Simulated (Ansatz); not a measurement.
Worked example: self-consistent single point of Sr2IrO4 (P1, 28 atoms in the cell) in Ansatz (a quantum-chemistry and plane-wave program).

Method: PBEsol, default PAW files made with PBE (plane waves; Ansatz).

```xyz
28
Lattice="-2.7325 2.7325 12.9791 2.7325 -2.7325 12.9791 2.7325 2.7325 -12.9791" Properties=species:S:1:pos:R:3 pbc="T T T"
Sr     0.0242     2.7148    11.0672
Sr    -0.0063    -0.0047     4.5786
Sr     0.0508     0.0450     8.4334
Sr     2.7405    -0.0117     1.9403
Sr     0.0653     0.0366    21.4998
Sr     0.0083     2.7073     1.9197
Sr     2.6617    -0.0512    11.0905
Sr     0.0077     0.0136    17.5300
Ir     2.7310     0.0484     6.4936
Ir    -0.0325     0.0526    12.9945
Ir     0.0157     0.0152    -0.0132
Ir     0.0169     2.7741     6.4931
O     -0.0246    -0.0202    15.0776
O      2.7131     0.0587     8.5635
O     -0.0287     2.7065     4.4112
O      0.0215    -0.0273    23.8548
O      2.7194    -0.0093     4.4303
O      0.0053    -0.1068    10.9264
O      0.0110    -0.0117     2.1265
O     -0.0118     2.7637     8.5289
O     -1.0040     1.0316    19.4431
O      1.6451    -1.0476    12.9534
O      1.0116    -1.0857    19.4743
O      1.0463     3.8180    -0.0312
O      1.0969     1.6111    12.9331
O      1.0704     1.0967     6.4704
O      1.6490     1.0731    -0.0444
O      1.6566     1.6697    -6.5414
```

Reference input (self-consistent single point, DFT, PBEsol, plane waves, default PAW files made with PBE): basis.ecutwfc = 30.9 Ry; kpoints.mp_grid.grid = 3 3 4; hamiltonian.xc = pbesol; hamiltonian.pseudopotentials = {kind: paw} (the program's default PAW files); scf.occupations.method = gaussian; scf.occupations.width = 0.02 Ry. This run's input differs from it in these lines:

Ansatz 0.2 input:
```diff
@@ -43,3 +43,3 @@
 scf:
-  occupations: { method: gaussian, width: 0.02 Ry }
+  occupations: { method: fermi_dirac, width: 0.022 Ry }
 output:
```

Output, abridged:

```
SCF iter   1: F=—  HF=-84125.297487 eV  |F-HF|=—  |Δ(HF+E_count)|=         —  Δρ=1.70e-2  dr2=9.74e-1  ethr=1.77e-3  ⟨swp⟩=9.1  Hψ=14930  notcnv=0
all-band conjugate gradients solve this SCF's bands
preconditioner: auto → LDOS
SCF iter   2: F=—  HF=-84125.264053 eV  |F-HF|=—  |Δ(HF+E_count)|=   3.34e-2  Δρ=1.55e-2  dr2=6.99e-1  ethr=3.99e-4  ⟨swp⟩=2.1  Hψ=5881  notcnv=0
   [... lines left out ...]
SCF iter   7: F=—  HF=-84125.084201 eV  |F-HF|=—  |Δ(HF+E_count)|=   2.38e-4  Δρ=5.85e-5  dr2=1.14e-5  ethr=2.31e-8  ⟨swp⟩=2.0  Hψ=4805  notcnv=0
SCF iter   8: F=—  HF=-84125.084199 eV  |F-HF|=—  |Δ(HF+E_count)|=   1.76e-6  Δρ=1.21e-5  dr2=5.50e-7  ethr=4.69e-9  ⟨swp⟩=2.0  Hψ=4654  notcnv=0
SCF iter   9: F=—  HF=-84125.084199 eV  |F-HF|=—  |Δ(HF+E_count)|=   6.55e-9  Δρ=5.05e-6  dr2=1.01e-7  ethr=4.10e-11  ⟨swp⟩=10.0  Hψ=13585  notcnv=0
SCF iter  10: F=-84125.084199 eV  HF=-84125.084199 eV  |F-HF|=1.31e-8  |Δ(HF+E_count)|=   8.85e-9  Δρ=1.71e-6  dr2=1.51e-8  ethr=4.10e-11  ⟨swp⟩=4.1  Hψ=8111  notcnv=0
SCF 1 converged in 10 iterations: F = -84125.084199 eV  dr2 = 1.51e-8
Free energy (F): -84125.084199 eV
Internal energy: -84122.506397 eV  (E = F + TS)
E sigma→0 (E₀):  -84123.795298 eV
Entropy (-TS):   -2.577802 eV (-92.064 meV/atom)
Fermi energy:    11.720529 eV
--- Forces (eV/Å), atoms counted from 1 ---
  atom   1  Sr    -0.12204340     0.17589235    -0.20370786
  atom   2  Sr     0.10098434     0.13386130    -0.29898797
  atom   3  Sr    -0.26859507    -0.17804123    -0.12997280
  atom   4  Sr     0.00547499     0.10858034    -0.02961418
  atom   5  Sr    -0.09530010    -0.02676184    -0.86704653
   [... 19 lines left out ...]
  atom  25  O      0.32965823     1.07778049     0.19643630
  atom  26  O     -0.24942887    -0.08968274     0.12727113
  atom  27  O      0.50310314     0.35823839     0.31934870
  atom  28  O     -0.06716015     0.48888315     0.45494370
--- Stress (GPa, compression-positive) ---
       -1.038024       0.226551      -0.203062
        0.226551      -0.328695      -0.473478
       -0.203062      -0.473478      -3.092715
  P = ⅓ Tr σ = -1.4865 GPa (-14.865 kbar)
  The stress holds the Pulay correction. Without it, at fixed plane waves, as pw.x and ABINIT print it: P = -2.0159 GPa
```

The run converged in 10 iterations. Against the reference run the free energy drops by 47.7 meV/atom, the pressure goes from -1.96 to -1.49 GPa and the largest force goes from 2.406 to 2.312 eV/Å.

The starting cell comes from a database of computed structures (which also holds hypothetical and non-ambient phases and stackings), without a prior relaxation at this level. Its atoms were displaced at random from the sites of space group no. 142. Spin-orbit coupling is off. Spin polarisation is off. Forces in this geometry exceed 1 eV/Å. Ansatz's pressure includes its estimate of the finite-basis (Pulay) stress. Without the estimate this run gives -2.02 GPa.

Cost on one core of a shared machine: roughly 80 s.
